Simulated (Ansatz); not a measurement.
Consider the following.

```
CELL_PARAMETERS angstrom
      0.00000     2.54554     2.54554
      2.54554     0.00000     2.54554
      2.54554     2.54554     0.00000
ATOMIC_POSITIONS crystal
  Sr 0.00000 0.00000 0.00000
  O  0.50000 0.50000 0.50000
```

Computed with r2SCAN, rigid bands (plane waves, PAW, scalar-relativistic; Ansatz, an electronic-structure program). Condition of this run: hydrostatic pressure of 1.8 GPa (compression positive) (the target of the relaxation). Geometry: cell and atoms relaxed with PBEsol, then loaded as said.

Question: What conductivity effective mass do dilute holes have at 300 K?

Answer: 1.36 mₑ.

Question: Predict the electron conductivity mass (n e² τ/σ) at 300 K, by direction if it differs.

Answer: 0.51 mₑ.

Question: And the band gap?

Answer: 3.78 eV at this level; semilocal functionals usually fall short of the measured gap.

Rigid bands, one relaxation time for all states, no polarons. Spin-orbit coupling is left out; where it splits the top of the valence band it changes the hole mass and lowers the gap by about a third of the splitting. Geometry: cell and atoms relaxed with PBEsol.
